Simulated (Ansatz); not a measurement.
Consider CsPbBr$_{3}$ (space group R3m, No. 160; a hypothetical phase, not in the database extracts checked).

```xyz
5
Lattice="4.1303 2.3846 3.4460 -4.1303 2.3846 3.4460 0.0000 -4.7693 3.4460" Properties=species:S:1:pos:R:3 pbc="T T T"
Cs     0.0000     0.0000     0.2293
Pb     0.0000     0.0000     5.0630
Br     0.0000    -2.4359     6.6993
Br     2.1096     1.2180     6.6993
Br    -2.1096     1.2180     6.6993
```

Levels (all Ansatz, a program for electronic structure, PAW): PBEsol (420 eV, without spin-orbit coupling); r2SCAN (500 eV, no spin-orbit coupling).

The geometry is relaxed with PBEsol.

```
Quantity                    Value
--------------------  -----------
PBEsol band gap           1.52 eV
PBEsol gap character  direct at T
PBEsol pressure          0.00 GPa
```

Q: How does going to r2SCAN change the band gap, gap character and pressure?

A: The band gap rises by 0.45 eV (1.52 eV → 1.97 eV); the gap character stays direct at T; the pressure goes from zero to 0.78 GPa.

Single points use the geometry relaxed with PBEsol. Their cutoffs differ, which shifts pressures a little. With Pb present, leaving out spin-orbit coupling can change the band edges. Whether these cells are dynamically stable was not tested.
